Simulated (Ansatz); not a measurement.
## LaNi (Cmcm, No. 63; cell taken from a computed entry)

The numbers are results of r²SCAN (Ansatz, a first-principles code, plane waves, PAW), not measurements.

Numerical settings: plane-wave cutoff 560 eV, 16×16×12 k mesh (along the axes of the cell as run), Fermi–Dirac smearing 0.05 eV, no spin polarisation, scalar-relativistic PAW data made under PBE.

Cell (relaxed at this level):

```
LaNi
1.0
    1.90993    -5.51716     0.00000
    1.90993     5.51716     0.00000
    0.00000     0.00000     4.31380
La Ni
2 2
Direct
  0.86732   0.13268   0.75000
  0.13268   0.86732   0.25000
  0.57269   0.42731   0.75000
  0.42731   0.57269   0.25000
```

```json
{
 "band_gap": "zero (no gap)",
 "bulk modulus B0": "52.7 GPa"
}
```

Note: the relaxation could not lower the start's symmetry, so the cell can be a saddle point above a distorted one; the bulk modulus is −V dP/dV from two relaxed cells at ±2 % in volume.

Spin–orbit coupling is not included.

Static lattice: no zero-point or thermal effects.

Cost on a shared machine: roughly 30 core-minutes.
